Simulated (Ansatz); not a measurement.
Hf₃N₄, treated with PBEsol in Ansatz (plane waves, PAW).

Numerical settings: plane-wave cutoff 520 eV, 8×8×8 k mesh, Fermi–Dirac smearing 0.01 eV, scalar-relativistic PAW data made under PBE.

Starting structure:

```
CELL_PARAMETERS angstrom
     -3.35050     3.35050     3.35050
      3.35050    -3.35050     3.35050
      3.35050     3.35050    -3.35050
ATOMIC_POSITIONS crystal
  Hf 0.25000 0.62500 0.37500
  Hf 0.37500 0.25000 0.62500
  Hf 0.75000 0.87500 0.12500
  Hf 0.12500 0.75000 0.87500
  Hf 0.62500 0.37500 0.25000
  Hf 0.87500 0.12500 0.75000
  N  0.12600 0.12600 0.12600
  N  0.87400 0.50000 0.00000
  N  0.50000 0.00000 0.37400
  N  0.00000 0.87400 0.50000
  N  0.37400 0.50000 0.00000
  N  0.62600 0.62600 0.62600
  N  0.00000 0.37400 0.50000
  N  0.50000 0.00000 0.87400
```

**Question.** Into what structure does the relaxation of cell and atoms lead at this level, with the symmetry of the start kept?

**Answer.** The volume drops by 2.2 %; final space group I-43d.
```
CELL_PARAMETERS angstrom
     -3.32555     3.32555     3.32555
      3.32555    -3.32555     3.32555
      3.32555     3.32555    -3.32555
ATOMIC_POSITIONS crystal
  Hf 0.25000 0.62500 0.37500
  Hf 0.37500 0.25000 0.62500
  Hf 0.75000 0.87500 0.12500
  Hf 0.12500 0.75000 0.87500
  Hf 0.62500 0.37500 0.25000
  Hf 0.87500 0.12500 0.75000
  N  0.13932 0.13932 0.13932
  N  0.86068 0.50000 0.00000
  N  0.50000 0.00000 0.36068
  N  0.00000 0.86068 0.50000
  N  0.36068 0.50000 0.00000
  N  0.63932 0.63932 0.63932
  N  0.00000 0.36068 0.50000
  N  0.50000 0.00000 0.86068
```

Note: the relaxation could not lower the start's symmetry, so the cell can be a saddle point above a distorted one.

Ansatz is an electronic-structure program.
